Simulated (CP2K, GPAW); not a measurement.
A GPAW input for a self-consistent single point of Cr3Ge (Pm-3n, 8 atoms in the cell) (DFT PBEsol, plane waves, GPAW PAW datasets PBEsol (made by gpaw-setup)):

```python
from ase import Atoms
from ase.units import GPa
from gpaw import GPAW

atoms = Atoms(['Cr', 'Cr', 'Cr', 'Cr', 'Cr', 'Cr', 'Ge', 'Ge'],
              cell=[[4.549845, 0.000000, 0.000000],
                    [0.000000, 4.549845, 0.000000],
                    [0.000000, 0.000000, 4.549845]],
              scaled_positions=[[0.250000, 0.000000, 0.500000],
                                [0.750000, 0.000000, 0.500000],
                                [0.500000, 0.750000, 0.000000],
                                [0.500000, 0.250000, 0.000000],
                                [0.000000, 0.500000, 0.750000],
                                [0.000000, 0.500000, 0.250000],
                                [0.000000, 0.000000, 0.000000],
                                [0.500000, 0.500000, 0.500000]],
              pbc=True)

calc = GPAW(mode={'name': 'pw', 'ecut': 850},
            xc='PBEsol',
            kpts=(5, 5, 5),
            occupations={'name': 'methfessel-paxton', 'width': 0.272, 'order': 0},
            nbands=-12,
            convergence={'density': 1e-05, 'energy': 1e-05},
            symmetry={'symmorphic': False, 'tolerance': 0.0005},
            maxiter=150,
            txt='-')

atoms.calc = calc

energy = atoms.get_potential_energy()
print('Energy (eV):', round(energy, 6))
forces = atoms.get_forces()
print('Forces (eV/Ang):')
print(forces.round(5))
stress = atoms.get_stress()
print('Stress (GPa, Voigt):', (stress / GPa).round(4))
```

Give the CP2K input for the same structure, mesh, smearing and functional.

This is the input that was run; spellings and numerical settings could be chosen otherwise.

```
&GLOBAL
  PROJECT bulk
  RUN_TYPE ENERGY_FORCE
  PRINT_LEVEL LOW
&END GLOBAL
&FORCE_EVAL
  METHOD Quickstep
  STRESS_TENSOR ANALYTICAL
  &DFT
    BASIS_SET_FILE_NAME BASIS_MOLOPT
    POTENTIAL_FILE_NAME GTH_POTENTIALS
    &QS
      METHOD GPW
      EPS_DEFAULT 1E-10
    &END QS
    &MGRID
      CUTOFF 600
      REL_CUTOFF 60
      NGRIDS 5
    &END MGRID
    &SCF
      SCF_GUESS ATOMIC
      EPS_SCF 1E-6
      MAX_SCF 100
      ADDED_MOS 15
      &DIAGONALIZATION
        ALGORITHM STANDARD
      &END DIAGONALIZATION
      &MIXING
        METHOD BROYDEN_MIXING
        ALPHA 0.2
        NBUFFER 12
        BETA 1
      &END MIXING
      &SMEAR ON
        METHOD GAUSSIAN
        SIGMA [eV] 0.272
      &END SMEAR
    &END SCF
    &KPOINTS
      SCHEME MONKHORST-PACK 5 5 5
    &END KPOINTS
    &XC
      &XC_FUNCTIONAL
        &PBE
          PARAMETRIZATION PBESOL
        &END PBE
      &END XC_FUNCTIONAL
    &END XC
    &PRINT
      &MO
        EIGENVALUES T
        OCCUPATION_NUMBERS T
        NDIGITS 8
        FILENAME mo
        &EACH
          QS_SCF 0
        &END EACH
        ADD_LAST NUMERIC
      &END MO
      &MULLIKEN OFF
      &END MULLIKEN
    &END PRINT
  &END DFT
  &SUBSYS
    &CELL
      ABC 4.54984500 4.54984500 4.54984500
      ALPHA_BETA_GAMMA 90.00000000 90.00000000 90.00000000
      PERIODIC XYZ
    &END CELL
    &COORD
      SCALED
      Cr       0.25000000     0.00000000     0.50000000
      Cr       0.75000000     0.00000000     0.50000000
      Cr       0.50000000     0.75000000     0.00000000
      Cr       0.50000000     0.25000000     0.00000000
      Cr       0.00000000     0.50000000     0.75000000
      Cr       0.00000000     0.50000000     0.25000000
      Ge       0.00000000     0.00000000     0.00000000
      Ge       0.50000000     0.50000000     0.50000000
    &END COORD
    &KIND Cr
      BASIS_SET DZVP-MOLOPT-SR-GTH-q14
      POTENTIAL GTH-PBE-q14
    &END KIND
    &KIND Ge
      BASIS_SET DZVP-MOLOPT-SR-GTH-q4
      POTENTIAL GTH-PBE-q4
    &END KIND
  &END SUBSYS
  &PRINT
    &FORCES ON
    &END FORCES
    &STRESS_TENSOR ON
    &END STRESS_TENSOR
  &END PRINT
&END FORCE_EVAL
```

Basis, cutoffs, solver keys and any potentials are the target program's own. This input uses DFT PBEsol, GPW, DZVP-MOLOPT-SR-GTH basis, GTH-PBE potentials (GTH_POTENTIALS). Both were run: pressure -2.76 GPa in GPAW and -1.50 in CP2K.

On GPAW: the starting cell comes from a database of computed structures (which also holds hypothetical and non-ambient phases and stackings), without a prior relaxation at this level. Its lattice was rescaled by a random factor within 2.5 % of one. Spin polarisation is off.

On CP2K: the starting cell comes from a database of computed structures (which also holds hypothetical and non-ambient phases and stackings), without a prior relaxation at this level. Its lattice was rescaled by a random factor within 2.5 % of one. Spin polarisation is off. Values carry the incompleteness of an atom-centred basis. The potentials were made for another functional than the one used.
